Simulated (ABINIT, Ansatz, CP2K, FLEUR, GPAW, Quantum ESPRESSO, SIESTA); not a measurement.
Code comparison for SbAs (R3m, 2 atoms in the cell)

Self-consistent single point.

```
SbAs
1.0
    2.03272     1.17359     3.71659
   -2.03272     1.17359     3.71659
    0.00000    -2.34718     3.71659
Sb As
1 1
Cartesian
  0.00000   0.00000   2.55441
  0.00000   0.00000   8.59533
```

Shared settings, as Ansatz (a quantum-chemistry and plane-wave program) writes them: kpoints.mp_grid.grid = 7 7 7; scf.occupations.method = fermi_dirac; scf.occupations.width = 0.1 eV. Potentials and cutoffs stand in the table.

| code | model | pressure (GPa) | largest force (eV/Å) | cutoff |
|---|---|---|---|---|
| SIESTA | LDA PW92, numerical atomic orbitals DZP, PseudoDojo LDA standard norm-conserving potentials (rewritten from UPF to PSML) | -1.69 | 0.544 | grid 400 Ry |
| GPAW | LDA (Perdew-Wang 92), GPAW PAW datasets LDA (gpaw-data 1.0.1) | -3.39 | 0.010 | 550 eV |
| ABINIT | LDA (PW92), norm-conserving pseudopotentials (PseudoDojo nc-sr-04 LDA standard) | -3.11 | 0.006 | 42 Ha |
| CP2K | LDA (Pade form), GPW, DZVP-MOLOPT-PBE-GTH basis, GTH-PBE potentials (POTENTIAL_UZH) | 0.81 | 0.383 | grid 400 Ry |
| Ansatz | LDA (PW92), PAW files made with PBE | -3.16 | 0.007 | default |
| FLEUR | LDA (Perdew-Zunger), all-electron FLAPW (FLEUR), scalar-relativistic valence | – | 0.054 | Kmax 4.2 1/bohr |
| Quantum ESPRESSO | LDA (PZ), PSlibrary PAW (LDA) pseudopotentials | -3.23 | 0.023 | 30 Ry |

A dash marks a value that a program does not give, or that is left out as unsure.

On Ansatz's run: spin-orbit coupling is off.

The spread over the programs that give each value: pressure within 4.20 GPa; largest force within 0.538 eV/Å.

SIESTA and CP2K use small atom-centred bases, whose incompleteness enters pressures, forces and empty levels differently from a plane-wave cutoff. FLEUR treats all electrons, but the usual bases taken here (sphere radii, linearisation, local orbitals, empty states) were not tested for convergence, so the values are no reference for the others. Ansatz's pressure is given at a fixed set of plane waves, as the other plane-wave codes print theirs. The same LDA comes in different parametrisations, which differ slightly. In the pressure, SIESTA (by 1.51) and CP2K (by 4.00) lie more than 1 GPa from the median of the plane-wave programs. In the force vectors, SIESTA (by 0.544) and CP2K (by 0.383) lie more than 0.08 eV/Å from the median of the plane-wave programs.

The starting cell comes from a database of computed structures (which also holds hypothetical and non-ambient phases and stackings), without a prior relaxation at this level.

Left out of this page: Elk (not drawn, or without a comparable value).

Keys are those of Ansatz 0.2.
